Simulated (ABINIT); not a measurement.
Band structure of WSe2 (P6_3/mmc, 6 atoms in the cell).

```yaml
crystal:
  lattice:
    - [1.63984, -2.84028, 0.00000]
    - [1.63984, 2.84028, 0.00000]
    - [0.00000, 0.00000, 12.95870]
  atoms:
    - { symbol: W, position: [0.33333, 0.66667, 0.25000] }
    - { symbol: W, position: [0.66667, 0.33333, 0.75000] }
    - { symbol: Se, position: [0.33333, 0.66667, 0.87900] }
    - { symbol: Se, position: [0.66667, 0.33333, 0.37900] }
    - { symbol: Se, position: [0.66667, 0.33333, 0.12100] }
    - { symbol: Se, position: [0.33333, 0.66667, 0.62100] }
```

Level of theory: PBE, PAW (JTH v2.0 PBE PAW) (plane waves; ABINIT 10.0.3).

Settings: pseudos = [W.GGA_PBE-JTH.xml, Se.GGA_PBE-JTH.xml]; ecut = 40 Ry; pawecutdg = 80 Ry; pawxcdev = 0; occopt = 3; tsmear = 0.02 eV; ngkpt = 5 5 1; nshiftk = 1; shiftk = 0 0 0; potentials = JTH v2.0 PBE PAW; kptopt = 1; nstep = 80; tolvrs1 = 1e-11.

The starting cell has typed, rounded lattice constants, without a prior relaxation at this level. Its lattice was rescaled by a random factor within 2.5 % of one. Spin-orbit coupling is off.

Problem. Predict the gap along the standard path and the places of the band edges.

Solution. The gap along the path is 0.94 eV, from Γ to a point between K and Γ; the smallest direct gap on it is 1.56 eV.

Levels in eV from the top of the valence band on the SCF mesh, bands 23 to 30:
```tsv
point	23	24	25	26	27	28	29	30
Γ	-1.49	-1.14	-1.10	0.00	2.67	2.67	2.72	2.72
M	-1.46	-1.35	-1.30	-1.10	2.16	2.21	2.32	2.68
K	-2.58	-2.58	-0.45	-0.20	1.36	1.36	1.87	3.10
A	-1.52	-1.52	-0.23	-0.23	2.68	2.68	2.68	2.68
L	-1.36	-1.36	-1.23	-1.23	2.18	2.18	2.54	2.54
H	-2.76	-2.76	-0.34	-0.34	1.36	1.36	2.42	2.42
```
